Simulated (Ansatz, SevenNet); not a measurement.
Lattice parameter a (Å) of solids drawn from the class of intermetallic compounds, at two levels: the machine-learned potential SevenNet-l3i5 (trained on PBE and PBE+U data), and r²SCAN (Ansatz, a first-principles code, PAW).

| solid | SevenNet-l3i5 | r²SCAN | shift (%) |
|---|---|---|---|
| L1₂ (Cu3Au-type) Al3Sc | 4.117 | 4.086 | -0.75 |
| L1₂ (Cu3Au-type) Ni3Fe | 3.538 | 3.515 | -0.65 |
| B20 (FeSi-type) FeGe | 4.664 | 4.720 | +1.20 |
| CsCl-type RuAl | 3.005 | 2.982 | -0.77 |
| L1₂ (Cu3Au-type) Pt3Ti | 3.951 | 3.921 | -0.76 |
| fluorite PtAl2 | 5.946 | 5.904 | -0.71 |
| L1₂ (Cu3Au-type) Ni3Al | 3.557 | 3.526 | -0.87 |
| CsCl-type CuZn | 2.960 | 2.919 | -1.39 |
| CsCl-type PdIn | 3.309 | 3.267 | -1.27 |
| fluorite AuAl2 | 6.063 | 6.010 | -0.87 |

The shifts run from -1.39 % to +1.20 %, with a median of -0.76 %.

Of 10 rows, r²SCAN is the larger in 1 and the smaller in 9.

Ansatz's runs of these crystals have no spin polarisation, but for L1₂ (Cu3Au-type) Ni3Fe, B20 (FeSi-type) FeGe, L1₂ (Cu3Au-type) Ni3Al. Meta-GGAs and exact exchange favour moments, which can bear on L1₂ (Cu3Au-type) Ni3Fe, B20 (FeSi-type) FeGe, L1₂ (Cu3Au-type) Ni3Al.

Density-functional runs with spin start from parallel moments for L1₂ (Cu3Au-type) Ni3Fe, parallel moments for B20 (FeSi-type) FeGe, parallel moments for L1₂ (Cu3Au-type) Ni3Al.

Spin–orbit coupling is left out, also for the solids with elements from indium on (L1₂ (Cu3Au-type) Pt3Ti, fluorite PtAl2, CsCl-type PdIn, fluorite AuAl2); its size isn't shown.

Ansatz's density-functional and Hartree–Fock values are scalar-relativistic unless marked +SOC, with PAW data made under PBE.
